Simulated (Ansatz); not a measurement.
Consider this model of amorphous In$_{24}$O$_{39}$La$_{2}$.

```yaml
crystal:
  lattice:
    - [9.71850, -0.28865, 0.00700]
    - [-0.28865, 9.79925, 0.09792]
    - [0.00700, 0.09792, 9.80406]
  atoms:
    - { symbol: In, position: [0.02100, 0.86278, 0.95355] }
    - { symbol: In, position: [0.28362, 0.51346, 0.38950] }
    - { symbol: In, position: [0.61840, 0.75277, 0.90360] }
    - { symbol: In, position: [0.21882, 0.60230, 0.77818] }
    - { symbol: In, position: [0.84850, 0.33527, 0.24448] }
    - { symbol: In, position: [0.37831, 0.27302, 0.70890] }
    - { symbol: In, position: [0.29617, 0.93383, 0.75533] }
    - { symbol: In, position: [0.28255, 0.11465, 0.10444] }
    - { symbol: In, position: [0.85198, 0.50816, 0.88251] }
    - { symbol: In, position: [0.02847, 0.20599, 0.81679] }
    - { symbol: In, position: [0.59372, 0.03273, 0.20799] }
    - { symbol: In, position: [0.14973, 0.42407, 0.04233] }
    - { symbol: In, position: [0.97040, 0.49008, 0.51992] }
    - { symbol: In, position: [0.63387, 0.12372, 0.89862] }
    - { symbol: In, position: [0.49188, 0.43533, 0.03749] }
    - { symbol: In, position: [0.54146, 0.33287, 0.40197] }
    - { symbol: In, position: [0.33685, 0.77319, 0.07063] }
    - { symbol: In, position: [0.02879, 0.65171, 0.21197] }
    - { symbol: In, position: [0.61431, 0.55908, 0.65033] }
    - { symbol: In, position: [0.23627, 0.90317, 0.37881] }
    - { symbol: In, position: [0.13635, 0.20373, 0.47180] }
    - { symbol: In, position: [0.76739, 0.23999, 0.61964] }
    - { symbol: In, position: [0.89885, 0.97366, 0.31074] }
    - { symbol: In, position: [0.56541, 0.95857, 0.54455] }
    - { symbol: O, position: [0.92732, 0.47901, 0.09902] }
    - { symbol: O, position: [0.48819, 0.20251, 0.04325] }
    - { symbol: O, position: [0.35954, 0.88760, 0.55010] }
    - { symbol: O, position: [0.79440, 0.26598, 0.83940] }
    - { symbol: O, position: [0.20566, 0.13343, 0.69435] }
    - { symbol: O, position: [0.39110, 0.75089, 0.84959] }
    - { symbol: O, position: [0.31968, 0.42624, 0.18021] }
    - { symbol: O, position: [0.62972, 0.52492, 0.87606] }
    - { symbol: O, position: [0.63539, 0.41002, 0.20673] }
    - { symbol: O, position: [0.80668, 0.13032, 0.20614] }
    - { symbol: O, position: [0.89331, 0.64266, 0.37627] }
    - { symbol: O, position: [0.17681, 0.09603, 0.29555] }
    - { symbol: O, position: [0.76372, 0.03443, 0.58611] }
    - { symbol: O, position: [0.03303, 0.94408, 0.47276] }
    - { symbol: O, position: [0.17598, 0.56296, 0.57012] }
    - { symbol: O, position: [0.76948, 0.36752, 0.44163] }
    - { symbol: O, position: [0.11848, 0.21570, 0.01526] }
    - { symbol: O, position: [0.63601, 0.77483, 0.67380] }
    - { symbol: O, position: [0.63368, 0.94461, 0.00995] }
    - { symbol: O, position: [0.98549, 0.85414, 0.16436] }
    - { symbol: O, position: [0.22946, 0.70275, 0.29380] }
    - { symbol: O, position: [0.06074, 0.38921, 0.34540] }
    - { symbol: O, position: [0.38656, 0.93851, 0.20639] }
    - { symbol: O, position: [0.33980, 0.42628, 0.85809] }
    - { symbol: O, position: [0.48863, 0.07853, 0.74087] }
    - { symbol: O, position: [0.52195, 0.66562, 0.09451] }
    - { symbol: O, position: [0.93449, 0.00736, 0.82541] }
    - { symbol: O, position: [0.53703, 0.12244, 0.39215] }
    - { symbol: O, position: [0.83579, 0.56615, 0.66446] }
    - { symbol: O, position: [0.11259, 0.78980, 0.75665] }
    - { symbol: O, position: [0.57510, 0.34398, 0.63548] }
    - { symbol: O, position: [0.84204, 0.72738, 0.90991] }
    - { symbol: O, position: [0.05303, 0.44185, 0.84152] }
    - { symbol: O, position: [0.15498, 0.64989, 0.02330] }
    - { symbol: O, position: [0.50993, 0.55726, 0.44675] }
    - { symbol: O, position: [0.23301, 0.94946, 0.97006] }
    - { symbol: O, position: [0.98665, 0.27570, 0.60678] }
    - { symbol: O, position: [0.32891, 0.31981, 0.48951] }
    - { symbol: O, position: [0.68808, 0.88170, 0.34274] }
    - { symbol: La, position: [0.66817, 0.65044, 0.28624] }
    - { symbol: La, position: [0.89319, 0.84061, 0.65488] }
```

Methods: PBE, scalar-relativistic without spin-orbit coupling (Ansatz, a program for electronic structure); r2SCAN, scalar-relativistic without spin-orbit coupling (Ansatz); HSE06, scalar-relativistic without spin-orbit coupling (Ansatz). Neutral PBE cell, which sets geometry, pressure and energy: sampling: a 2×2×2 Γ-centred mesh; Fermi-Dirac width 0.02 eV; no spin polarisation. Exact exchange is cut at the faces of this 10 Å cell, which leaves hybrid gaps a finite-size error.

A CHGNet melt-quench gave the starting glass, which DFT then relaxed. O atoms were pushed apart under 1.9 Å during the dynamics, to hinder bonds among them. The hot cell started wider than the set density and was brought back towards it in steps. It is the lowest in DFT energy of 2 quenches. It is a model cell: composition and starting density were chosen by hand, and all elements were melted together. No dispersion term was used. Its density started from a set value of 6.51 and ended at 6.51 g/cm³. The quench (nominally 280 K/ps over its main leg) was far faster than any real one, so the model tends to hold more defects than a real film. One small periodic cell is one sample of the glass; other quenches scatter about these values. The volume was held where the preparation left it and the shape relaxed.

Problem. Give the pressure, the energy against reference phases and the spacing of the highest filled and lowest empty levels.

Solution. 
The pressure on a 2×2×2 Γ-centred mesh is -0.19 GPa and the largest force and stress component on that mesh (the relaxation ran on the zone centre alone) is 0.09 eV/Å and 0.2 GPa. The energy relative to bixbyite In2O3 + hexagonal La2O3 (lowest mix at this level among the phases computed, not always the ambient ones) is 0.142 eV/atom, the level gap on a 2×2×2 Γ-centred mesh (PBE) comes out as 0.73 eV and the level gap at the zone centre (PBE) is 0.74 eV. The level gap at the zone centre (r2SCAN) comes out as 1.18 eV. The level gap at the zone centre (HSE06) is 2.11 eV and the distance between the nearest levels spread over more than a fifth of the atoms or a third of the atoms of their main element (six at least) (PBE, zone centre) is 0.83 eV.

Problem. At PBE and the zone centre, how localised are the states just below and above the Fermi level (participation number: the atoms over which a state spreads)?

Solution. The highest filled state is spread over 6.6 atoms' worth, largest on O51, with weights by element (charge in smoothed Voronoi cells) O 0.95, In 0.04, La 0.01. The lowest empty state is spread over 60.2 atoms' worth, largest on O38, with weights by element (charge in smoothed Voronoi cells) O 0.58, In 0.41, La 0.02.

At PBE the levels at the filled edge of the gap are localised (band-tail or defect states).

Neighbours within In-In 3.12 Å, In-O 2.74 Å, In-La 3.54 Å, O-O 1.58 Å, O-La 3.00 Å, La-La 3.96 Å count as bonded. Two cations that share two anions don't count as bonded, nor two that share one unless they lie closer than In-In 3.04 Å, In-La 3.45 Å, La-La 3.85 Å.

Added carriers, by PBE, scalar-relativistic without spin-orbit coupling run with Ansatz on the zone centre alone. Charged cells keep the cell fixed and stand in a uniform background, with no image correction, at a width of 0.01 eV; where the count is odd the moment is locked at 1 μB, unless the neutral cell bore moments. Each starts from the undistorted neutral geometry alone. PBE's self-interaction favours spread-out carriers, so it can miss traps that a hybrid finds.

Problem. What happens at PBE when the cell takes an extra electron and the atoms relax?

Solution. Relaxation lowers the charged cell by 0.01 eV. The largest moves are O37 0.02 Å, O51 0.02 Å, In23 0.01 Å, O28 0.01 Å. The level that holds the added charge spreads over 60.1 atoms' worth, most on O38 (weight 0.03): a carrier spread over the cell. No bond crosses its cut-off with a change of over 0.15 Å (metal-metal contacts aside). Made neutral again at that geometry, the cell lies +0.01 eV from the neutral start.

Problem. What happens at PBE when the cell takes a hole and the atoms relax?

Solution. Relaxation lowers the charged cell by 0.14 eV. The largest moves are O37 0.28 Å, O51 0.21 Å, O44 0.20 Å, La65 0.17 Å. The level that was emptied spreads over 4.6 atoms' worth, most on O51 (weight 0.43): a localised (trapped) carrier, which neighbours of that atom can share. Bonds formed: In18-O46, In23-O36. Made neutral again at that geometry, the cell lies +0.32 eV from the neutral start (a closed shell was imposed there, with levels 0.14 eV apart, so this is an upper bound).
